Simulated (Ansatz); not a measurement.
Consider AlCo in the CsCl type structure (space group Pm-3m, No. 221; a = 2.853 Å; not spin-polarised; relaxed with 0.1 eV smearing). Axes: x, y, z lie along the cube axes.

Method: PBE (Ansatz, a program for electronic structure, PAW, without spin-orbit coupling), earlier PAW set.

One thing is altered: the cell is scaled by 1.0128 in all directions, atoms relaxed at fixed cell.

Task: Predict the stress tensor and what it implies for the stiffness.

Result: Stress of the strained cell less that of the base (GPa, compression positive):
```
   -6.3     0.0     0.0
    0.0    -6.3     0.0
    0.0     0.0    -6.3
```

Then B = −ΔP/(ΔV/V₀) with ΔV/V₀ = 0.0389 gives secant stiffness values (nonlinear terms included at this strain): B ≈ 161 GPa.

As a check, the harmonic strain energy −½ V₀ Δσ:ε is 8.7 meV/atom; the computed energy rise is 9.1 meV/atom.

Stability against distortions was not tested. All final runs are without spin polarisation.
